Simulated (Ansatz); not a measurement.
Base system: TiAl (space group P4/mmm, No. 123; a = 2.7662 Å, c = 4.0021 Å; relaxed with 0.1 eV smearing).

Computed with LDA (Ansatz, a program for electronic structure), no spin-orbit coupling.

For the base:

| Property | Result |
|---|---|
| Pressure | 0.0 GPa |

Now apply this change: the cell is scaled by 0.9700 in all directions; the atoms relax in the strained cell.

**Question.** What happens to the pressure and energy relative to the base?

**Answer.** The pressure (mean of the normal stresses, compression positive) goes from zero to 13.8 GPa; the energy goes up by 54 meV/atom.

Whether these cells are dynamically stable was not tested. All final runs are without spin polarisation.
